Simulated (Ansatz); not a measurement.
Start from PbF2 in the fluorite structure (space group Fm-3m, No. 225; a = 5.899 Å).

Calculations: PBEsol/PAW in Ansatz (a first-principles code), no spin-orbit coupling.

One change was made to it. Results:

```json
[
 {"quantity": "lattice parameter a", "base": "5.899 Å", "after": "5.200 Å"},
 {"quantity": "band gap", "base": "4.31 eV", "after": "zero"}
]
```

### Question
Name the change that was made.
A. Pb → Bi
B. Pb → Ru
C. Pb → Ge

### Answer
B, Pb → Ru. For comparison, the lattice parameter a in the other runs: Pb → Ge gives 5.454 Å; Pb → Bi gives 5.887 Å.

Other magnetic orders, which the real material may have, were not ruled out. Spin-orbit coupling, missing from the scalar runs, can matter with Pb. Whether these cells are dynamically stable was not tested. As relaxed here, RuF2, GeF2 and BiF2 are hypothetical phases, not in the database extracts checked. No Hubbard U is applied, and correlation can decide whether such a compound is a metal. Spin-polarised in the final run: RuF2; the other runs are not. An odd electron count without spin: BiF2.
